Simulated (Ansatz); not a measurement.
We consider Ca2BeN2 (model structure, started from the Ca2ZnN2 type, I4/mmm, No. 139, 5 atoms in the cell), described by r²SCAN in Ansatz (plane waves, PAW).

Numerical settings: plane-wave cutoff 560 eV, 14×14×14 k mesh, Fermi–Dirac smearing 0.01 eV, scalar-relativistic PAW data made under PBE.

Cell (relaxed at this level):

```xyz
5
Lattice="-1.7721 1.7721 5.7518 1.7721 -1.7721 5.7518 1.7721 1.7721 -5.7518" Properties=species:S:1:pos:R:3 pbc="T T T"
Ca     0.0000     0.0000     7.5437
Ca     0.0000     0.0000     3.9599
Be     0.0000     0.0000     0.0000
N      0.0000     0.0000     9.9692
N      0.0000     0.0000     1.5344
```

Task: Give the computed band gap and smallest direct gap on the k points sampled.

Result: 
band gap: 1.47 eV (indirect)
smallest direct gap on the k points sampled: 1.52 eV

Note: the relaxation could raise the start's symmetry but not lower it, so the cell can be a saddle point.

Static lattice: no zero-point or thermal effects.

It cost very roughly 50 core-seconds of CPU time.

A model structure was made by putting elements into a prototype or built by hand; it is no filed structure, need not be a known phase, and can be a saddle point held by its symmetry.

Ansatz is a first-principles code.
